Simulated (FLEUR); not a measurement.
# Equation of state of zinc-blende BAs (space group 216): energy against volume (FLEUR, PBE)

```
BAs
1.0
    0.00000     2.34750     2.34750
    2.34750     0.00000     2.34750
    2.34750     2.34750     0.00000
B As
1 1
Direct
  0.00000   0.00000   0.00000
  0.75000   0.75000   0.75000
```

Method of the run: PBE, all-electron FLAPW (FLEUR), scalar-relativistic valence (FLEUR). Settings: Kmax = 5.36 1/bohr; GmaxXC = 21.4 1/bohr; xcFunctional = pbe; jspins = 1; l_soc = F; mode = hist; fermiSmearingEnergy = 0.00036749 Htr; mesh (inpgen div1-3) = 12 12 12; inpgen gamma flag = true; Gmax = 21.4 1/bohr; numbands = 0; maxIterBroyd = 99; imix = Anderson; alpha = 0.05; precondParam = 0; minDistance = 1e-05 me/bohr^3. The cell above is the first row's. The rows scale it uniformly. In all rows fractional positions and the k mesh are held. E is the free energy at the stated smearing, counted from the lowest row.

| V (Å^3/atom) | E (meV/atom) |
|---|---|
| 12.937 | ? |
| 13.218 | 20.09 |
| 13.499 | 8.02 |
| 13.780 | 1.49 |
| 14.061 | 0.00 |
| 14.343 | 3.03 |
| 14.624 | 10.14 |
| 14.905 | 20.90 |
| 15.186 | 34.98 |

Task: Using the third-order Birch-Murnaghan form, a cubic in V^(-2/3), estimate the missing E at V = 12.937 from the other rows, showing the fit.

Result: With u = V^(-2/3) - 0.171, the rows have u = 0.007878, 0.005387, 0.002980, 0.000655, -0.001603, -0.003780, -0.005888, -0.007931. Least squares gives E = 0.423 - 933.70·u + 433554·u² + 239617·u³. Residuals (row less fit): -0.002, 0.008, -0.007, 0.003, -0.003, 0.006, -0.002, 0.000; standard error 0.006 (degrees of freedom: 4). Its minimum lies at u = 0.001076, so V0 = (0.172076)^(-3/2) = 14.01. There d²E/du² = 868700 and d³E/du³ = 1438000, so B0 = (4/9) × 14.01^(-7/3) × 868700 × 0.160218 = 131 GPa (the last factor turns the table's units into GPa), and B0' = 4 + (2/3) × 0.172076 × (1438000)/868700 = 4.2. At the withheld row, u = 0.010459, so E = 0.423 - 933.70 × 0.010459 + 433554 × 0.010459² + 239617 × 0.010459³ = 38.358 meV/atom. The calculation gives 38.37 meV/atom, 0.012 meV/atom above the prediction (under 0.05 % of the range of E in the table). The row lies outside the fitted rows, so this is an extrapolation. From the scatter of the fitted rows alone, a prediction at this place has a standard error of 0.019 meV/atom, so the miss is 0.6 times that.

Carrying the step between the two nearest rows on in a straight line would have given 32.16, off by 6.21; series whose last step already gives the withheld value aren't shown. The scan was laid around a cell of about the measured size, scaled by a guess for this functional. The runs keep the symmetry of the cell, so they don't test it for distortions. Values depend on the basis (sphere radii, cutoffs, local orbitals), which need not be converged. Cutoffs and mesh are single choices, not tested for convergence of this quantity. Series with a scatter that would blur these digits, or in which a gap closes, are not shown. Nor are scans whose minimum lies at an end fitted in this form.
